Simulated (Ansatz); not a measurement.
The reference is Rh in the fcc (Cu type) structure (space group Fm-3m, No. 225; relaxed with 0.1 eV smearing).

```cif
data_Rh
_chemical_formula_sum 'Rh1'
_space_group_name_H-M_alt 'P 1'
_space_group_IT_number 1
_cell_length_a 2.65528
_cell_length_b 2.65528
_cell_length_c 2.65528
_cell_angle_alpha 60.000
_cell_angle_beta 60.000
_cell_angle_gamma 60.000
loop_
_space_group_symop_operation_xyz
  'x, y, z'
loop_
_atom_site_label
_atom_site_type_symbol
_atom_site_fract_x
_atom_site_fract_y
_atom_site_fract_z
_atom_site_occupancy
Rh1 Rh 0.00000 0.00000 0.00000 1
```

Calculations: LDA, PAW, 420 eV (Ansatz, a quantum-chemistry and plane-wave program; no spin-orbit coupling).

Strains are applied to the cell and any free atomic positions relax.

One change was made to it. Results:

```tsv
quantity	base	after
pressure	0.0 GPa	-8.7 GPa
energy relative to the base (free energy F)	0 meV/atom	+11 meV/atom
```

Task: What was done to the base?
A. isotropic strain +1.50 %
B. isotropic strain +2.00 %
C. isotropic strain −3.00 %
D. isotropic strain +1.00 %
E. isotropic strain −0.50 %

Result: D, isotropic strain +1.00 %. For comparison, the energy relative to the base in the other runs: isotropic strain −0.50 % gives +3.0 meV/atom; isotropic strain +2.00 % gives +43 meV/atom; isotropic strain −3.00 % gives +119 meV/atom; isotropic strain +1.50 % gives +25 meV/atom.

Stability against distortions was not tested. All final runs are without spin polarisation. Rh lies near a magnetic instability that expansion can trigger; it was not tested.
